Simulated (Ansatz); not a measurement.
## Quick settings and what they miss: CuPt (R-3m, 2 atoms in the cell)

Self-consistent single point.

```yaml
crystal:
  lattice:
    - [1.37238, 0.79234, 4.27586]
    - [-1.37238, 0.79234, 4.27586]
    - [0.00000, -1.58468, 4.27586]
  atoms:
    - { symbol: Cu, position: [0.00000, 0.00000, 0.00000] }
    - { symbol: Pt, position: [0.50000, 0.50000, 0.50000] }
```

Level of theory: PBEsol, default PAW files made with PBE (plane waves; Ansatz, a first-principles code).

Base settings: basis.ecutwfc = 420 eV; kpoints.mp_grid.grid = 14 14 14; hamiltonian.xc = pbesol; hamiltonian.pseudopotentials = {kind: paw} (the program's default PAW files); scf.occupations.method = cold; scf.occupations.width = 0.05 eV.

Tight run (finer mesh or higher cutoff; not a proven limit): basis.ecutwfc: 420 eV → 590 eV; kpoints.mp_grid.grid: 14 14 14 → 19 19 19; scf.convergence.dr2_threshold: default (1e-07 eV) → 1e-09 eV. It gave Fermi level (on the code's own zero) 19.14 eV; pressure -8.36 GPa.

Quick runs, as changes from the base:
- A: the base itself
- B: basis.ecutwfc: 420 eV → 210 eV; kpoints.mp_grid.grid: 14 14 14 → 4 4 4; hamiltonian.xc: pbesol → lda; kpoints.mp_grid.shift: default → 0.5 0.5 0.5 [LDA (PW92)]
- C: basis.ecutwfc: 420 eV → 210 eV; kpoints.mp_grid.grid: 14 14 14 → 2 2 2; scf.convergence.dr2_threshold: default (1e-07 eV) → 0.0001 eV
- D: basis.ecutwfc: 420 eV → 210 eV; kpoints.mp_grid.grid: 14 14 14 → 8 8 8
- E: basis.ecutwfc: 420 eV → 250 eV; kpoints.mp_grid.grid: 14 14 14 → 6 6 6
- F: basis.ecutwfc: 420 eV → 295 eV; kpoints.mp_grid.grid: 14 14 14 → 4 4 4; kpoints.mp_grid.shift: default → 0.5 0.5 0.5

Energies are extrapolated to zero smearing width, which holds to low order in the width alone.

Dashes: energy of B, another energy zero.

† marks runs with another functional, U, potentials or spin treatment: their distance from the tight run is not a convergence error alone.

The count of work is k-points × plane waves × bands × iterations; it is no time. 

Pressures in the table are Ansatz's without its Pulay estimate, at a fixed set of plane waves; the tight run's value above holds the estimate.

The starting cell comes from a database of computed structures (which also holds hypothetical and non-ambient phases and stackings), without a prior relaxation at this level. Its lattice was rescaled by a random factor within 2.5 % of one. Spin polarisation is off. In the base run, with a pressure of about -8 GPa the cell is away from its equilibrium volume at this level.

| run | energy less tight (meV/atom) | pressure less tight (GPa) | count of work / tight |
|---|---|---|---|
| A | -1.4 | -0.12 | 0.23 |
| B† | – | -549.72 | 0.0026 |
| C | 10518.7 | -477.73 | 0.0010 |
| D | 9263.0 | -523.36 | 0.022 |
| E | 1952.3 | -149.13 | 0.011 |
| F | 254.1 | -28.42 | 0.0054 |

Among the runs at the tight run's level, the energy misses run from 1.4 to 10518.7 meV/atom.

Keys are those of Ansatz 0.2.
